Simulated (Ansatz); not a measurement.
**TaC (R-3m): band-structure transport figures**

```xyz
2
Lattice="0.0078 2.2250 2.2250 2.2250 0.0078 2.2250 2.2250 2.2250 0.0078" Properties=species:S:1:pos:R:3 pbc="T T T"
Ta     0.0000     0.0000     0.0000
C      2.2289     2.2289     2.2289
```

Level of theory: PBEsol, rigid bands (plane waves, PAW, scalar-relativistic; Ansatz, a first-principles code). Condition of this run: uniaxial stress along [111] of -2 GPa (compression positive) (the target of the relaxation). Cell: cell and atoms relaxed with PBEsol, then loaded as said.

The density of states at the Fermi level is 0.618 states/(eV·cell), both spins, the bare Sommerfeld coefficient is 0.73 mJ/(mol of atoms·K²) and the drude plasma energy is 8.3 eV. The root-mean-square Fermi velocity is 9.7e5 m/s and the resistivity times τ is 7.1 ×10⁻²² Ω·m·s.

A metal at this level (no band gap); rigid bands, thermally averaged at 300 K, both spins. Spin-orbit coupling is left out, which matters with elements this heavy. τ is one relaxation time for all states.
